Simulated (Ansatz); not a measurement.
Input and output of a zone-centre phonon calculation for P (P2/m, 2 atoms in the cell) (Ansatz, an electronic-structure program).

Method: LDA (PW92), default PAW files made with PBE (plane waves; Ansatz).

```yaml
crystal:
  lattice:
    - [2.43681, 0.00000, 0.00000]
    - [0.00000, 2.45073, 0.00000]
    - [-0.02042, 0.00000, 4.87670]
  atoms:
    - { symbol: P, position: [0.00000, 0.00000, 0.25057] }
    - { symbol: P, position: [0.00000, 0.00000, 0.74943] }
```

Reference input (self-consistent single point, DFT, LDA (PW92), plane waves, default PAW files made with PBE): basis.ecutwfc = 420 eV; kpoints.mp_grid.grid = 13 13 7; hamiltonian.xc = lda; hamiltonian.pseudopotentials = {kind: paw} (the program's default PAW files); scf.occupations.method = gaussian; scf.occupations.width = 0.1 eV. This run's input differs from it in these lines:

Ansatz 0.2 input:
```diff
@@ -12,3 +12,3 @@
 kpoints:
-  mp_grid: { grid: [13, 13, 7] }
+  mp_grid: { grid: [16, 16, 8] }
 hamiltonian:
@@ -18,6 +18,4 @@
   occupations: { method: gaussian, width: 0.1 }
-output:
-  forces: true
-  eigenvalues: true
-  stress: true
+phonons:
+  method: dfpt
```

Output (repeated stretches shortened):

```
SCF iter   1: F=—  HF=-1451.979805 eV  |F-HF|=—  |Δ(HF+E_count)|=         —  Δρ=4.62e-3  dr2=5.06e-3  ethr=1.77e-3  ⟨swp⟩=6.3  Hψ=43917  notcnv=0
all-band conjugate gradients solve this SCF's bands
preconditioner: auto → none
SCF iter   2: F=—  HF=-1451.977752 eV  |F-HF|=—  |Δ(HF+E_count)|=   2.05e-3  Δρ=2.59e-3  dr2=1.71e-3  ethr=5.06e-5  ⟨swp⟩=1.5  Hψ=10845  notcnv=0
SCF iter   3: F=—  HF=-1451.976918 eV  |F-HF|=—  |Δ(HF+E_count)|=   8.34e-4  Δρ=1.31e-4  dr2=4.44e-6  ethr=1.71e-5  ⟨swp⟩=2.3  Hψ=8234  notcnv=0
SCF iter   4: F=—  HF=-1451.976914 eV  |F-HF|=—  |Δ(HF+E_count)|=   4.27e-6  Δρ=4.80e-5  dr2=2.65e-6  ethr=4.44e-8  ⟨swp⟩=2.7  Hψ=8099  notcnv=0
SCF iter   5: F=—  HF=-1451.976914 eV  |F-HF|=—  |Δ(HF+E_count)|=   3.67e-7  Δρ=1.61e-5  dr2=8.35e-8  ethr=2.65e-8  ⟨swp⟩=2.0  Hψ=6802  notcnv=0
SCF iter   6: F=—  HF=-1451.976914 eV  |F-HF|=—  |Δ(HF+E_count)|=   1.89e-7  Δρ=2.86e-6  dr2=1.25e-9  ethr=8.35e-10  ⟨swp⟩=2.2  Hψ=6868  notcnv=0
SCF iter   7: F=-1451.976914 eV  HF=-1451.976914 eV  |F-HF|=4.55e-13  |Δ(HF+E_count)|=  1.16e-11  Δρ=1.94e-7  dr2=3.83e-12  ethr=1.00e-12  ⟨swp⟩=6.7  Hψ=34418  notcnv=0
SCF 1 converged in 7 iterations: F = -1451.976914 eV  dr2 = 3.83e-12
DFPT response loops at Γ: preconditioner auto → Kerker (q_TF=auto, 2.283 Å⁻¹) (partly filled bands, converged f_vac=0.000) …
Free energy (F): -1451.976914 eV
Internal energy: -1451.975294 eV  (E = F + TS)
E sigma→0 (E₀):  -1451.976104 eV
Entropy (-TS):   -0.001619 eV (-0.810 meV/atom)
Fermi energy:    10.926362 eV
--- Phonons (Γ-DFPT): 3 representative perturbations + reference, on 594 of 2048 k-points (Σ response iterations 7) ---
  k mesh reduced under 2 symmetry operations, with k and −k counted as one. Each operation leaves every solved displacement unchanged or reverses it
  ASR residual: 6.733e-5 → 0.000e0 eV/Å²; symmetrization residual: 3.640e-7 eV/Å²
  ASR residual per site (eV/Å²): 6.73e-5 6.73e-5
  Γ frequencies (cm⁻¹): 0.00 0.00 0.00 174.86 176.28 220.14
  non-analytic LO–TO correction: not included (Born effective charges unavailable; polar crystals: no LO–TO splitting at Γ)
```

The run converged in 7 iterations. 

Summary of the result:
| Item | Result |
|---|---|
| Free energy E − TS (on the zero of these files) | -1451.9769 eV |
| Fermi level (on the code's own zero) | 10.93 eV |
| Zone-centre frequencies (cm⁻¹; negative means imaginary) | 0, 0, 0, 175, 176, 220 |

The starting cell comes from a database of computed structures (which also holds hypothetical and non-ambient phases and stackings), without a prior relaxation at this level. Its lattice was rescaled by up to half a per cent.

Cost on one core of a shared machine: roughly 40 s.
